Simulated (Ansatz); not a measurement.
Consider C vacancy in 3C silicon carbide, neutral cell. Method: PBE, PAW (plane waves to 420 eV; Ansatz, a first-principles code).

Settings: 64 host sites, the relaxed PBE lattice, a 2×2×2 k-point mesh shifted by half a step, smearing 0.01 eV, spin-restricted, no image-charge correction. Energies are static. The charge state is imposed; whether it is stable for some Fermi level was not computed. Forms of the defect that were not tried may lie lower.

Barriers: single points on a 3×3×3 k-point mesh shifted by half a step at the bands' geometries.

The only route run: one C atom jumps into the vacancy from a nearby C site; the atom moves 3.18 Å along (0.00, -0.51, -0.51) of the unit cell; the moving atom starts with neighbours 3 Si at 1.88, Si at 1.89 Å and ends with 3 Si at 1.88, Si at 1.89 Å. Its barrier is 3.70 eV. The saddle point's order was not checked, and it lies on a symmetry element of the cell, where a band can be held. The defect has 12 equivalent sites to jump to, 3.10 Å away. Attempt frequency: take 10 THz as a typical guess.

Q: Estimate the defect's diffusion coefficient at 600 K, how far it wanders in 1 min, and how much an error of 0.1 eV in the barrier would matter.

A: kT = 0.0517 eV, so each jump happens at Γ = ν exp(−E/kT) = 1.0e13 × exp(−71.56) ≈ 8.4e-19 s⁻¹. For uncorrelated jumps in a cubic host D = z λ² Γ / 6 = 12 × (3.10e-8 cm)² × 8.4e-19 / 6 ≈ 1.6e-33 cm²/s. The root-mean-square distance is √(6Dt) ≈ 8e-9 nm, less than one jump, so the defect is frozen in. An error of 0.1 eV changes D by a factor exp(0.1/kT) ≈ 6.9, and the distance by its square root. This is the isolated defect's own diffusivity; trapping, its concentration and zero-point motion are left out.
